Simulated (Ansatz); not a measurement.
Terminations of the (111)A surface of zinc-blende BN (B plane on top), measured from the surface '2x2 with 3 H on 4 top atoms'. Atoms come from or go to: Al: fcc Al, B: alpha boron, H: ½ H2(g), Mg: hcp Mg, N: ½ N2(g), O: ½ O2(g), Si: silicon. ΔE is the energy of forming the row's surface from that one (negative: more stable at these reservoirs); the vacuum level's shift is aligned on the shared bottom. No zero-point or thermal terms. These are constructed structures in small cells; real faces may alloy, dewet or reconstruct in larger ones, and not all known structures of the face are among them. Slabs of about 11 Å with all that they carry, Fermi-Dirac smearing of 0.025 eV. Bottom of the slabs: H caps. Relaxed from the named starts with such symmetry as they have, on meshes of like density; energies extrapolated to zero smearing; no spin-orbit coupling, no U. Spin-polarised runs, if any, are marked in brackets, and their order is one that fits the cell; the others ran without spin. Where a second, spin-polarised start was run, the lower counts. A dash marks a value that is undefined for that row (no clear gap, or no work function of a gapped slab) or was not read reliably on its mesh.

Computed with PBE (plane waves to 420 eV, PAW; Ansatz, a first-principles code).

```tsv
surface	atoms added per 1x1	ΔE per 1x1 (eV)	slab gap (eV)	shift of the vacuum level (eV)	work function (eV)
2x2 N adatom at H3	-0.75 H, +0.25 N	0.94	0.74	1.28	–
2x2 with 3 H on 4 top atoms	none	0.00	2.76	0.00	–
2x2 B adatom at H3	+0.25 B, -0.75 H	___	0.73	-0.13	–
2x2 Al adatom at H3	+0.25 Al, -0.75 H	___	–	-1.09	–
H on every top atom [spin start, no net moment]	+0.25 H	___	–	1.17	8.15
2x2 B vacancy [spin start, no net moment]	-0.25 B, -0.75 H	1.23	1.00	-1.94	–
2x2 B adatom at T4	+0.25 B, -0.75 H	1.24	1.16	0.47	–
2x2 Si adatom at H3 [spin, 0.5 μB a cell]	-0.75 H, +0.25 Si	1.33	–	0.20	4.99
2x2 Al adatom at T4	+0.25 Al, -0.75 H	1.33	0.45	-0.89	–
2x2 with 3 OH on 4 top atoms [spin start, no net moment]	+0.75 O	-2.20	1.19	-0.13	–
2x2 Mg adatom at T4 [spin, 1.0 μB a cell]	-0.75 H, +0.25 Mg	1.56	–	-1.88	–
```

Some entries are withheld; supply them.


- 2x2 B adatom at H3, ΔE per 1x1 (eV): 1.65
- 2x2 Al adatom at H3, ΔE per 1x1 (eV): 1.52
- H on every top atom [spin start, no net moment], ΔE per 1x1 (eV): 0.36
